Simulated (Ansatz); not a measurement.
Start from Be in the hcp (Mg type) structure (space group P6_3/mmc, No. 194; a = 2.255 Å, c = 3.558 Å; relaxed with 0.1 eV smearing). Axes: x lies along a and z along c of the hexagonal cell.

Computed with PBEsol, PAW, 420 eV (Ansatz, a quantum-chemistry and plane-wave program; no spin-orbit coupling).

Before the change:

```
Property                        Result
-----------------------------  -------
Pressure                       0.0 GPa
Shortest interatomic distance  2.205 Å
```

Perturbation: the cell is stretched by 1.00 % along x with no lateral relaxation, atoms relaxed at fixed cell.

Question: What happens to the energy relative to the base, pressure and shortest interatomic distance?

Answer: The energy increases by 0.8 meV/atom; the pressure (mean of the normal stresses, compression positive) goes from zero to -1.2 GPa; the shortest interatomic distance rises by 0.0037 Å to 2.208 Å.

The cells carry an imposed strain or load. Whether these cells are dynamically stable was not tested.
